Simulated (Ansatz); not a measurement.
# Zn4Te3S (model structure, P-4m2, No. 115, 8 atoms in the cell): properties by level of theory

| level (code) | lattice constant a (Å) | lattice parameter c (Å) | bulk modulus (GPa) | cohesive energy (eV/atom) | band gap (eV) |
|---|---|---|---|---|---|
| LDA (Ansatz) | 4.128 | 11.574 | 61.2 | … | 1.07 |
| PBE (Ansatz) | 4.251 | 11.936 | 48.1 | … | 0.98 |
| PBEsol (Ansatz) | 4.177 | 11.709 | 55.6 | 2.74 | 1.06 |
| r²SCAN (Ansatz) | … | 11.793 | 55.2 | 2.58 | … |

### Question
What belongs in the gaps?

### Answer

- LDA (Ansatz, an electronic-structure program), cohesive energy (eV/atom): 3.12
- PBE (Ansatz), cohesive energy (eV/atom): 2.36
- r²SCAN (Ansatz), lattice constant a (Å): 4.210
- r²SCAN (Ansatz), band gap (eV): 1.60

Computed values are for a static lattice. Spin–orbit coupling is included only where a level's name says +SOC; with heavier elements it mostly lowers gaps and can invert bands.  Each level is taken at its own relaxed cell. Cutoffs differ between the levels. Ansatz's density-functional and Hartree–Fock values are scalar-relativistic unless marked +SOC, with PAW data made under PBE.

Caveats: the bulk modulus is −V dP/dV from two relaxed cells at ±2 % in volume (LDA, PBE, PBEsol, r²SCAN). Ansatz's density-functional and Hartree–Fock values are scalar-relativistic unless marked +SOC, with PAW data made under PBE.

Free atoms are spin-polarised, in the lowest state found; at levels without +SOC their spin–orbit coupling is left out.

A model structure was made by putting elements into a prototype or built by hand; it is no filed structure, need not be a known phase, and can be a saddle point held by its symmetry.
